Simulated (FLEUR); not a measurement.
FLEUR run on ScAl (P1, 4 atoms in the cell): self-consistent single point.

Computed with FLEUR with PBEsol, all-electron FLAPW (FLEUR), scalar-relativistic valence.

The change in words: atoms moved at random. Reference geometry:
```
ScAl
1.0
    2.16967    -5.26545     0.00000
    2.16967     5.26545     0.00000
    0.00000     0.00000     3.78223
Sc Al
2 2
Direct
  0.86468   0.13532   0.25000
  0.13532   0.86468   0.75000
  0.58450   0.41550   0.25000
  0.41550   0.58450   0.75000
```

Reference input (self-consistent single point, DFT, PBEsol, all-electron FLAPW (FLEUR), scalar-relativistic valence): Kmax = 3.8 1/bohr; GmaxXC = 15.2 1/bohr; xcFunctional = PBEs; jspins = 1; l_soc = F; mode = hist; fermiSmearingEnergy = 0.00367493 Htr; mesh (inpgen div1-3) = 6 6 6; inpgen gamma flag = true; Gmax = 15.2 1/bohr; numbands = 0; maxIterBroyd = 25. This run's input differs from it in these lines:

```diff
@@ -10,6 +10,6 @@
 4
-21 0.8646800000 0.1353200000 0.2500000000
-21 0.1353200000 0.8646800000 0.7500000000
-13 0.5845000000 0.4155000000 0.2500000000
-13 0.4155000000 0.5845000000 0.7500000000
+21 0.8584690000 0.1293100000 0.2564420000
+21 0.1383610000 0.8723410000 0.7325390000
+13 0.5908650000 0.4148820000 0.2569410000
+13 0.4123050000 0.5834670000 0.7540780000
 
@@ -80,4 +80,7 @@
       <atomGroup species="Scandium (Sc)">
-         <relPos label="                   1">-.1353200000 .1353200000 1.000/4.000</relPos>
-         <relPos label="                   2">.1353200000 -.1353200000 -1.000/4.000</relPos>
+         <relPos label="                   1">-.1415310000 .1293100000 .2564420000</relPos>
+         <force calculate="T" relaxXYZ="TTT"/>
+      </atomGroup>
+      <atomGroup species="Scandium (Sc)">
+         <relPos label="                   2">.1383610000 -.1276590000 -.2674610000</relPos>
          <force calculate="T" relaxXYZ="TTT"/>
@@ -85,4 +88,7 @@
       <atomGroup species="Aluminum (Al)">
-         <relPos label="                   3">-.4155000000 .4155000000 1.000/4.000</relPos>
-         <relPos label="                   4">.4155000000 -.4155000000 -1.000/4.000</relPos>
+         <relPos label="                   3">-.4091350000 .4148820000 .2569410000</relPos>
+         <force calculate="T" relaxXYZ="TTT"/>
+      </atomGroup>
+      <atomGroup species="Aluminum (Al)">
+         <relPos label="                   4">.4123050000 -.4165330000 -.2459220000</relPos>
          <force calculate="T" relaxXYZ="TTT"/>
```

Output (repeated stretches shortened):

```
 Iteration:     1   Distance:       4.88832286 me/bohr^3
 Iteration:     2   Distance:       4.28522505 me/bohr^3
 Iteration:     3   Distance:       2.19894153 me/bohr^3
 Iteration:     4   Distance:       1.56073075 me/bohr^3
 Iteration:     5   Distance:       0.66905096 me/bohr^3
   [... 10 lines left out ...]
 Iteration:    16   Distance:       0.00011355 me/bohr^3
 Iteration:    17   Distance:       0.00005939 me/bohr^3
 Iteration:    18   Distance:       0.00005607 me/bohr^3
 Iteration:    19   Distance:       0.00000430 me/bohr^3
 Reset of history
 Run finished successfully
 Stop message:
   Structural relaxation: new displacements generated

[file out, last iteration]
             iter=     20
[...]
          total density-effective poten   -3.1769739481E+03
          total charge density-energy d   -1.1257283386E+02
 Updated energy parameters for spin:           1
[...]
 fermi energy and band-weighting factors:

[...]
FERMIE:
          first approx. to ef    (T=0)  :   0.212807 htr   (energy of the highest occ. eigenvalue)
          number of occ. states  (T=0)  :       1569
          first approx. to seigv (T=0)  : -14.646328 htr
          sum of weights of occ. states :  14.004630
          sum of semicore charge        :   0.000000 e
FERHIS:  Fermi-Energy by histogram:
          bandgap                     :   0.000185 htr
   [... lines left out ...]
          charge neutrality (T=0)     :   0.009259    (zero if the highest occ. eigenvalue is "entirely" occupied)
     EF_NEWTON:  Adjust Fermi-Energy by Newton-Method.
 Direct bandgap for spin            1 :    6.1034720104939932E-003  Htr
 ---->    free energy=                     -2011.4041753446 htr
   [... lines left out ...]
 TOTAL FORCE FOR ATOM TYPE=  2  X=  0.044   Y= -2.647   Z= -1.912
                       FX_TOT=-0.001679 FY_TOT=-0.002390 FZ_TOT= 0.008250
 TOTAL FORCE FOR ATOM TYPE=  3  X=  0.024   Y=  8.199   Z=  1.836
                       FX_TOT= 0.000577 FY_TOT= 0.004361 FZ_TOT=-0.006753
 TOTAL FORCE FOR ATOM TYPE=  4  X= -0.017   Y= -8.247   Z= -1.758
                       FX_TOT=-0.001054 FY_TOT=-0.001087 FZ_TOT= 0.000423
```

The run converged in 19 iterations. FLEUR gives forces in its relaxation mode, with a further iteration, so its stop message speaks of a relaxation. Against the reference run the free energy rises by 6.5 meV/atom and the largest force goes from 0.084 to 0.450 eV/Å.

The starting cell comes from a database of computed structures (which also holds hypothetical and non-ambient phases and stackings), without a prior relaxation at this level. Its lattice was rescaled by a random factor within 2.5 % of one. For this run, on top of that: atoms moved at random. Values depend on the basis (sphere radii, cutoffs, local orbitals), which need not be converged. The log's line on a gap gives a spacing of levels on this mesh, which the program prints for metals too.

Cost on one core of a shared machine: roughly 20 min.
